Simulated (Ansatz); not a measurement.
# Several settings converged on LuBi₂ClO₄ (P4mm, 8 atoms in the cell)

```xyz
8
Lattice="3.8764 0.0000 0.0000 0.0000 3.8764 0.0000 0.0000 0.0000 9.0603" Properties=species:S:1:pos:R:3 pbc="T T T"
Lu     0.0000     0.0000     0.0500
Bi     1.9382     1.9382     2.4980
Bi     1.9382     1.9382     6.5623
Cl     0.0000     0.0000     4.5302
O      1.9382     0.0000     7.7155
O      1.9382     0.0000     1.3448
O      0.0000     1.9382     7.7155
O      0.0000     1.9382     1.3448
```

Base method: LDA (PW92), default PAW files made with PBE (plane waves; Ansatz, a program for electronic structure).

Base settings: basis.ecutwfc = 420 eV; kpoints.mp_grid.grid = 5 5 1; hamiltonian.xc = lda; hamiltonian.pseudopotentials = {kind: paw} (the program's default PAW files); scf.occupations.method = fixed.

The count of work is k-points × plane waves × bands × iterations; it is no time. 

**The cutoff for other potential files**

Level: DFT, LDA (PW92), plane waves, harder PAW files (source: ansatz) made with PBE.

In this ladder: hamiltonian.pseudopotentials = {kind: paw, source: ansatz}.

The second cell is the first with its lattice scaled by 0.98.

The mesh stays at the base's, so the ladder's end is converged at best in this setting alone.

The first pressure column holds Ansatz's estimate of the finite-basis (Pulay) stress, which hides part of the cutoff error; the other is without it.

Only quantities that move along the ladder and can be compared are tabulated; the gap is left out on so coarse a mesh.

| basis.ecutwfc | free energy less the last step's (meV/atom) | energy of the compressed cell less the first (meV/atom) | pressure (GPa) | pressure without the Pulay estimate (GPa) | largest difference of a force vector from the last step's (eV/Å) | count of work / last |
|---|---|---|---|---|---|---|
| 420 eV | 1237.68 | -31.48 | -8.50 | -61.89 | 0.087 | 0.099 |
| 510 eV | 311.43 | -31.87 | -8.38 | -23.32 | 0.022 | 0.12 |
| 650 eV | 34.20 | -32.88 | -8.47 | -10.79 | 0.003 | 0.17 |
| 790 eV | 2.69 | -32.93 | -8.44 | -8.69 | 0.000 | 0.23 |
| 930 eV | 0.57 | -32.96 | -8.44 | -8.45 | 0.000 | 0.30 |
| 1115 eV | 0.43 | -32.96 | -8.44 | -8.45 | 0.000 | 0.47 |
| 1395 eV | 0.20 | -32.96 | -8.44 | -8.45 | 0.000 | 0.65 |
| 1860 eV | 0.00 | -32.96 | -8.44 | -8.45 | 0.000 | 1.0 |

Coarsest basis.ecutwfc that holds the energy of the compressed cell less the first within 0.2 meV/atom of the last step, with all finer ones: 650 eV, at 0.17 of the last step's count of work; the step before is off by 1.1 meV/atom.

Coarsest basis.ecutwfc that holds the pressure within 0.05 GPa of the last step, with all finer ones: 650 eV, at 0.17 of the last step's count of work; the step before is off by 0.06 GPa.

Coarsest basis.ecutwfc that holds the pressure without the Pulay estimate within 0.2 GPa of the last step, with all finer ones: 930 eV, at 0.30 of the last step's count of work; the step before is off by 0.25 GPa.

The energy difference between the two cells stays within 1 meV/atom of the last step's from 650 eV on, the total only from 930 eV on: much of the error is common to both cells and cancels.

At the lowest cutoff the pressure without the Pulay estimate lies 53.4 GPa under the last step's, the usual sign of Pulay stress in an incomplete plane-wave basis.

**The density cutoff**

The second cell is the first with its lattice scaled by 0.98.

The mesh stays at the base's, so the ladder's end is converged at best in this setting alone.

Only quantities that move along the ladder and can be compared are tabulated; the gap is left out on so coarse a mesh.

| basis.ecutrho_ratio | free energy less the last step's (meV/atom) | energy of the compressed cell less the first (meV/atom) | pressure (GPa) | largest difference of a force vector from the last step's (eV/Å) |
|---|---|---|---|---|
| 2 | -2.05 | -34.25 | -8.22 | 0.010 |
| 3 | 0.07 | -33.27 | -8.50 | 0.000 |
| 4 | 0.00 | -33.28 | -8.49 | 0.000 |
| 5 | 0.00 | -33.28 | -8.49 | 0.000 |
| 6 | 0.00 | -33.28 | -8.49 | 0.000 |
| 8 | 0.00 | -33.28 | -8.49 | 0.000 |
| 10 | 0.00 | -33.28 | -8.49 | 0.000 |
| 12 | 0.00 | -33.28 | -8.49 | 0.000 |
| 16 | 0.00 | -33.28 | -8.49 | 0.000 |

Coarsest basis.ecutrho_ratio that holds the free energy within 1 meV/atom of the last step, with all finer ones: 3; the step before is off by 2.1 meV/atom.

Coarsest basis.ecutrho_ratio that holds the energy of the compressed cell less the first within 0.2 meV/atom of the last step, with all finer ones: 3; the step before is off by 0.97 meV/atom.

Coarsest basis.ecutrho_ratio that holds the pressure within 0.05 GPa of the last step, with all finer ones: 3; the step before is off by 0.27 GPa.

The energy difference between the two cells stays within 1 meV/atom of the last step's from 2 on, the total only from 3 on: much of the error is common to both cells and cancels.

**The relaxed cell against the cutoff**

On LuBi₂ClO₄ (P4/mmm, 8 atoms in the cell): atoms on their sites.

In this ladder: relax = cell and atoms.

The mesh stays at the base's, so the ladder's end is converged at best in this setting alone.

Only quantities that move along the ladder and can be compared are tabulated; the gap is left out on so coarse a mesh.

| basis.ecutwfc | relaxed volume (Å³/atom) | relaxation steps |
|---|---|---|
| 250 eV | 15.517 | 49 |
| 295 eV | 15.610 | 19 |
| 355 eV | 15.676 | 13 |
| 420 eV | 15.678 | 9 |
| 505 eV | 15.675 | 6 |
| 630 eV | 15.674 | 6 |
| 840 eV | 15.674 | 6 |

Coarsest basis.ecutwfc that holds the relaxed volume within 0.078 Å³/atom of the last step, with all finer ones: 295 eV; the step before is off by 0.16 Å³/atom.

At the lowest cutoff the cell relaxes to a volume 1.0 % smaller than at the highest. Ansatz relaxes on a stress corrected for the finite basis.

On the base run: the starting cell comes from a database of computed structures (which also holds hypothetical and non-ambient phases and stackings), without a prior relaxation at this level. Its lattice was rescaled by up to half a per cent. One atom was moved a little off its site on purpose. In the base run, forces exceed 1 eV/Å.

Left out of this page: 1 run of the series failed or unconverged.

Keys are those of Ansatz 0.2.
